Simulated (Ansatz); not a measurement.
Name crystals whose logarithmic mean phonon energy lies between 10.5 and 16.3 meV and whose electron-phonon coupling λ lies between 0.28 and 0.44, by PBEsol, DFPT electron-phonon coupling, linearised Boltzmann equation run with Ansatz (a first-principles code).

Many crystals can fit; among those computed here:
- Ni$_{2}$P (P-62m): 14.8 meV, 0.43
- LaRuSi (P4/nmm): 12.3 meV, 0.44
- LaS (Fm-3m): 15.5 meV, 0.34
- ScTe (P6_3/mmc): 13.1 meV, 0.37
- NiSb (P6_3/mmc): 14.5 meV, 0.29

Metals; harmonic phonons. Halving the electron mesh moves these values by up to 5 %; q meshes are mostly untested. Some of the runs warned that the eigensolver left states short of its tolerance. Spin-orbit coupling is left out.

Formula and space group known from diffraction (Crystallography Open Database), not checked to be the room-temperature form: LaRuSi (P4/nmm), LaS (Fm-3m), Ni2P (P-62m), NiSb (P6_3/mmc), ScTe (P6_3/mmc). Treated as nonmagnetic (a ferromagnetic start lost its moment, other orders weren't tried): Ni2P (P-62m), NiSb (P6_3/mmc).
